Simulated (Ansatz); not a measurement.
Functionals compared on a constructed model of the (0001) surface of hcp Ti, a pseudomorphic layer of Al in the host's stacking (bottom of the slab: a bare face, its two planes held), in Ansatz (plane waves, PAW). The structure was relaxed with PBE; the other rows are single points on it. Cutoff 420 eV (500 eV for r2SCAN).

Model: 7-atom slab, 14.0 Å thick at the start, 15x15x1 mesh, Fermi-Dirac 0.1 eV, dipole correction, 2 atoms held, the rest relaxed; symmetry of the start imposed; no spin, no spin-orbit, no U. In PBE it lies 0.02 eV a 1x1 cell over the lowest computed structure of the same composition (a pseudomorphic layer of Al in the other hollow). These notes are the PBE run's.

```
functional  work function of the top face (eV)  rough cost of the single point
----------  ----------------------------------  ------------------------------
PBE                                       4.45                               –
RPBE                                       [?]  around 17 core-seconds (rough)
r2SCAN                                    4.49         roughly 30 core-seconds
```

Question: Complete the blanks.

Answer: 
- RPBE, work function of the top face (eV): 4.37

Ansatz is a first-principles code.
